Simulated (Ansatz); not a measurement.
Input and output of a relaxation of the atoms for TiGe₂ (C2, 6 atoms in the cell) (Ansatz, a quantum-chemistry and plane-wave program).

Level of theory: LDA (PW92), default PAW files made with PBE (plane waves; Ansatz).

The change in words: one atom moved by 0.15 angstrom; relax: default → atoms; relax.f_tol: default → 0.02 eV/Å. Reference geometry:
```
CELL_PARAMETERS angstrom
      0.00000     4.32191     4.39274
      2.51979     0.00000     4.39274
      2.51979     4.32191     0.00000
ATOMIC_POSITIONS crystal
  Ti 0.75000 0.75000 0.75000
  Ti 0.50000 0.50000 0.50000
  Ge 0.08263 0.41737 0.08263
  Ge 0.41737 0.08263 0.41737
  Ge 0.16737 0.83263 0.16737
  Ge 0.83263 0.16737 0.83263
```

Reference input (self-consistent single point, DFT, LDA (PW92), plane waves, default PAW files made with PBE): basis.ecutwfc = 420 eV; kpoints.mp_grid.grid = 6 6 6; hamiltonian.xc = lda; hamiltonian.pseudopotentials = {kind: paw} (the program's default PAW files); scf.occupations.method = gaussian; scf.occupations.width = 0.1 eV. This run's input differs from it in these lines:

```diff
@@ -7,3 +7,3 @@
   atoms:
-    - { symbol: Ti, position: [0.750000, 0.750000, 0.750000] }
+    - { symbol: Ti, position: [0.767074, 0.767074, 0.732926] }
     - { symbol: Ti, position: [0.500000, 0.500000, 0.500000] }
@@ -22,2 +22,4 @@
   occupations: { method: gaussian, width: 0.1 eV }
+relax:
+  f_tol: 0.02
 output:
```

Output (repeated stretches shortened):

```
   [... SCF lines of the steps left out ...]
relax step   1: F+E_penalty+E_count = -21766.48292663 eV  Δ(F+E_penalty+E_count) = +0.000e0 eV  max|allowed force component| = 1.549e0 eV/Å  Δτ_max = 0.0000 Å  (6 SCF iters, dr2 threshold 1.00e-5 eV, accepted)
relax step   2: F+E_penalty+E_count = -21766.59592176 eV  Δ(F+E_penalty+E_count) = -1.130e-1 eV  max|allowed force component| = 1.506e-1 eV/Å  Δτ_max = 0.1363 Å  (6 SCF iters, dr2 threshold 1.00e-4 eV, accepted)
relax step   3: F+E_penalty+E_count = -21766.60195399 eV  Δ(F+E_penalty+E_count) = -6.032e-3 eV  max|allowed force component| = 2.058e-3 eV/Å  Δτ_max = 0.0270 Å  (6 SCF iters, dr2 threshold 1.42e-6 eV, accepted)
relax step   4: F+E_penalty+E_count = -21766.60195402 eV  Δ(F+E_penalty+E_count) = -2.468e-8 eV  max|allowed force component| = 2.057e-3 eV/Å  Δτ_max = 0.0000 Å  (6 SCF iters, accepted)
the relaxation is at rest under the 2 symmetry operations that the run kept from its start: a minimum is not shown …
Free energy (F): -21766.601954 eV
Internal energy: -21766.595973 eV  (E = F + TS)
E sigma→0 (E₀):  -21766.598963 eV
Entropy (-TS):   -0.005981 eV (-0.997 meV/atom)
Fermi energy:    13.526228 eV
--- Forces (eV/Å), atoms counted from 1 ---
  atom   1  Ti    -0.00000000     0.00000000     0.00132618
  atom   2  Ti     0.00000000     0.00000000    -0.00188619
  atom   3  Ge     0.00102891     0.00205652    -0.00127203
  atom   4  Ge    -0.00102891    -0.00205652    -0.00127203
  atom   5  Ge    -0.00047004    -0.00045052     0.00155162
   [... lines left out ...]
    - { symbol: Ge, position: [0.08281530318608671, 0.4229236412719381, 0.07697513278922574] }
    - { symbol: Ge, position: [0.4229236412719382, 0.0828153031860866, 0.4172859227527495] }
    - { symbol: Ge, position: [0.17287227871294863, 0.832761602921557, 0.16729116232603736] }
    - { symbol: Ge, position: [0.832761602921557, 0.17287227871294863, 0.8270749560394569] }
```

The run converged.  The full log also holds: “iter 5 did not close the SCF: its close was put off for the readings that it lacked (scf_convergence_deferred on its scf_iter line)”. The full log also holds: “iter 5 did not close the SCF: its close was put off for the readings that it lacked (scf_convergence_deferred on its scf_iter line)”.

Summary of the result:
- Free energy E − TS (on the zero of these files) = -21766.6020 eV
- Fermi level (on the code's own zero) = 13.53 eV
- Pressure = -6.51 GPa
- Largest force (vector length) = 0.003 eV/Å
- Relaxation steps = 4

The starting cell comes from a database of computed structures (which also holds hypothetical and non-ambient phases and stackings), without a prior relaxation at this level. Its lattice was rescaled by up to half a per cent. For this run, on top of that: one atom moved by 0.15 angstrom. Spin polarisation is off. Ansatz's pressure includes its estimate of the finite-basis (Pulay) stress.

Cost on one core of a shared machine: roughly 2 min.

Keys are those of Ansatz 0.2.
